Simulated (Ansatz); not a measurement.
```yaml
crystal:
  lattice:
    - [-0.01330, 2.00716, 2.08285]
    - [2.03428, -0.03918, 2.10873]
    - [2.00097, 1.99974, -0.00588]
  atoms:
    - { symbol: Au, position: [0.00000, 0.00000, 0.00000] }
```

No spin polarisation.

Calculations: r2SCAN in Ansatz (plane waves to 500 eV, PAW, no spin-orbit coupling), earlier PAW set. Settings: 27×27×27 k-points, 0.1 eV Fermi–Dirac smearing.

What is the computed band gap?

Zero.

Estimate the pressure (mean of the normal stresses, compression positive).

3.5 GPa.

What space group does the calculation give?

P-1 (No. 2).

The cells carry an imposed strain or load. Whether these cells are dynamically stable was not tested. The cell was made from Au in the fcc (Cu type) structure (space group Fm-3m, No. 225) by this change: strain tensor (xx, yy, zz, yz, xz, xy) = (−1.84, −1.90, +1.77, −0.77, +0.49, −1.13) %.

Ansatz is a quantum-chemistry and plane-wave program.
